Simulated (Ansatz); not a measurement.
**SrInHO2 (model structure, started from the SrVO2H type, P4/mmm, No. 123, 5 atoms in the cell): properties by level of theory**

| level (code) | equilibrium lattice constant a (Å) | lattice parameter c (Å) | bulk modulus B0 (GPa) | cohesive energy (eV/atom) | band gap (eV) |
|---|---|---|---|---|---|
| LDA (Ansatz) | 4.203 | 3.670 | 118 | 4.79 | 0.76 |
| PBE (Ansatz) | 4.303 | 3.769 | 97.7 | 3.97 | 0.73 |
| r²SCAN (Ansatz) | 4.253 | 3.737 | 111 | 4.18 | 1.52 |

Computed values are for a static lattice. Levels without +SOC have no spin–orbit coupling; where heavier elements are present it shifts gaps, mostly down, and can invert bands.  Each level is taken at its own relaxed cell. Cutoffs differ between the levels. Ansatz's density-functional and Hartree–Fock values are scalar-relativistic unless marked +SOC, with PAW data made under PBE.

Caveats: the bulk modulus is −V dP/dV from two relaxed cells at ±2 % in volume (LDA, PBE, r²SCAN). Ansatz's density-functional and Hartree–Fock values are scalar-relativistic unless marked +SOC, with PAW data made under PBE.

Free atoms are spin-polarised, in the lowest state found; at levels without +SOC their spin–orbit coupling is left out.

The computed numbers hold no vibrational or temperature effects.

A model structure was made by putting elements into a prototype or built by hand; it is no filed structure, need not be a known phase, and can be a saddle point held by its symmetry.

Ansatz is a first-principles code.
